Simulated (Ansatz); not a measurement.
Base system: Si (space group Ia-3, No. 206; a = 6.602 Å). Axes: x, y, z lie along the cube axes.

All numbers come from Kohn–Sham DFT with the PBEsol functional, run in Ansatz (a program for electronic structure) with PAW and 420 eV plane waves, no SOC.

Base values:

- Shortest interatomic distance = 2.340 Å
- Pressure = 0.0 GPa

Now apply this change: tensile biaxial strain of 3.87 % in the plane normal to [001], as in epitaxy on a mismatched substrate; the out-of-plane cell vector and the atoms relax.

**Question.** Estimate the effect on the shortest interatomic distance, energy relative to the base and pressure.

**Answer.** The shortest interatomic distance increases by 0.016 Å (2.340 Å → 2.356 Å); the energy rises by 31 meV/atom; the pressure (mean of the normal stresses, compression positive) goes from zero to -4.5 GPa.

Whether these cells are dynamically stable was not tested. This is not the structure that Si has at room temperature and ambient pressure.
